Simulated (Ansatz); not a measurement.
An Ansatz (an electronic-structure program) run: Cs2AgBiBr6; PBE (Ansatz), without spin-orbit coupling.

Input:

Ansatz 0.2 input:
```yaml
crystal:
  lattice:
    - [0, 5.7384825721, 5.7384825721]
    - [5.7384825721, 0, 5.7384825721]
    - [5.7384825721, 5.7384825721, 0]
  atoms:
    - { symbol: Cs, position: [0.25, 0.25, 0.25] }
    - { symbol: Cs, position: [0.75, 0.75, 0.75] }
    - { symbol: Ag, position: [0.5, 0.5, 0.5] }
    - { symbol: Bi, position: [0, 0, 0] }
    - { symbol: Br, position: [0.7486288883, 0.2513711117, 0.2513711117] }
    - { symbol: Br, position: [0.2513711117, 0.7486288883, 0.7486288883] }
    - { symbol: Br, position: [0.2513711117, 0.7486288883, 0.2513711117] }
    - { symbol: Br, position: [0.7486288883, 0.2513711117, 0.7486288883] }
    - { symbol: Br, position: [0.2513711117, 0.2513711117, 0.7486288883] }
    - { symbol: Br, position: [0.7486288883, 0.7486288883, 0.2513711117] }
basis: { ecutwfc: 420, ecutrho_ratio: 4, xc_grid: 2, fft_grid_basis: typed }
kpoints: { mp_grid: { grid: [5, 5, 5] } }
hamiltonian:
  xc: pbe
  dispersion: none
  pseudopotentials: { kind: paw }
scf: { occupations: { method: fermi_dirac, width: 0.05 }, convergence: { dr2_threshold: 0.000000001 } }
output: { forces: true, stress: true }
```

Output (explanatory and most iteration lines left out):

```
Pseudopotential: Cs, paw, valence charge 9
Pseudopotential: Ag, paw, valence charge 19
Pseudopotential: Bi, paw, valence charge 15
Pseudopotential: Br, paw, valence charge 7
Crystal: 10 atoms, lattice volume = 377.939 Å³
Basis set: ecut = 420 eV, 7391 PW (Γ), exchange–correlation on 120×120×120 points (8 copies of the dense FFT grid, shifted against one another)
Bands: 57, of which v1, the nominal top of the filled ones, is band 47 counted from 1 (46 counted from 0)
Symmetry: 48 space group operations
Space group: Fm-3m (ITA 225), of the structure as read, at distance tolerance 7.2e-5 Å
k-points: 10 of 125
Functional: x = pbe(κ = 0.804, μ = 0.2195149727645171), c = pbe(β = 0.06672455060314922)
SCF iter   1: F=—  HF=-48039.168306 eV  |F-HF|=—  |Δ(HF+E_count)|=         —  Δρ=6.82e-4  dr2=1.29e-3  ethr=1.77e-3  ⟨swp⟩=11.2  Hψ=2878  notcnv=0  defer=13
SCF iter   2: F=—  HF=-48039.173428 eV  |F-HF|=—  |Δ(HF+E_count)|=   5.12e-3  Δρ=3.25e-4  dr2=5.55e-4  ethr=1.37e-6  ⟨swp⟩=3.0  Hψ=1499  notcnv=0  defer=20
SCF 1 converged in 8 iterations: F = -48039.173589 eV  dr2 = 5.58e-10
SCF converged after 8 iterations
Free energy (F): -48039.173589 eV
Internal energy: -48039.173589 eV  (E = F + TS)
E sigma→0 (E₀):  -48039.173589 eV
Entropy (-TS):   -0.000000 eV (-0.000 meV/atom)
Fermi energy:    4.265395 eV
--- Forces (eV/Å), atoms counted from 1 ---
  atom   1  Cs    -0.00000000     0.00000000     0.00000000
  atom   2  Cs     0.00000000     0.00000000    -0.00000000
  atom   3  Ag     0.00000000     0.00000000     0.00000000
  atom   4  Bi    -0.00000000    -0.00000000     0.00000000
  atom   5  Br     0.00021792    -0.00000000    -0.00000000
  atom   6  Br    -0.00021792     0.00000000     0.00000000
  atom   7  Br     0.00000000     0.00021792    -0.00000000
  atom   8  Br    -0.00000000    -0.00021792    -0.00000000
  atom   9  Br    -0.00000000     0.00000000     0.00021792
  atom  10  Br     0.00000000     0.00000000    -0.00021792
--- Stress (GPa, compression-positive) ---
        0.001847      -0.000000      -0.000000
       -0.000000       0.001847       0.000000
       -0.000000       0.000000       0.001847
  P = ⅓ Tr σ = 0.0018 GPa (0.018 kbar)
```

With Bi present, leaving out spin-orbit coupling can change the band edges. No phonon test of stability was made. The cell is Cs$_{2}$AgBiBr$_{6}$ (space group Fm-3m, No. 225).
